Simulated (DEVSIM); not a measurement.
Device: Au/Al2O3/p-InP capacitor, at 400 K.

Layer 1 from the left is Al2O3, thickness (nm) 2.10. Layer 2 from the left is InP, thickness (nm) 450, Na (cm⁻³) 1.9e18.

Metal gate on the left, work function 5.1 eV. Fixed charge at the semiconductor interface -1.7e11 cm⁻² (in units of +e); interface traps 1.5e12 cm⁻² eV⁻¹, uniform in energy, neutral level at 0.7 of the gap above the valence band.

The device is made up for the run: typed textbook-type constants, with dimensions and the other settings drawn at random. Values at 300 K; Nc and Nv go as T^1.5, mobilities as T to minus their exponent, the gap by Varshni's rule with the affinity fixed.

Al2O3: gap (eV) 6.8, affinity (eV) 1.35, permittivity 9. InP: gap (eV) 1.344, affinity (eV) 4.38, permittivity 12.5, Nc (cm⁻³) 5.7e17, Nv (cm⁻³) 1.1e19, Varshni α (eV/K) 0.000363, Varshni β (K) 162.

DEVSIM, 1D Poisson equation in equilibrium, Boltzmann statistics, complete ionisation; no quantum confinement or tunnelling. Metal contacts follow the ideal Schottky-Mott rule: no Fermi-level pinning, no interface dipoles.

What does the simulation give for the flat-band voltage, the minimum of the low-frequency capacitance?

flat-band voltage -0.56 V; minimum of the low-frequency capacitance 0.551 μF/cm².
